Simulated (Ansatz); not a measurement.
Consider WC (space group P-6m2, No. 187; a = 2.912 Å, c = 2.836 Å).

Computed with r2SCAN (Ansatz, a first-principles code; PAW; 500 eV plane waves; no SOC).

Before the change:

- Lattice parameter a: 2.912 Å

One thing is altered: hydrostatic tension (pressure −2 GPa).

Q: What does the calculation give for the lattice parameter a after the change?

A: The lattice parameter a grows by 0.005 Å (2.912 Å → 2.917 Å).

Load acts through the strain it causes; cell and atoms are relaxed under it. No phonon test of stability was made. All final runs are without spin polarisation.
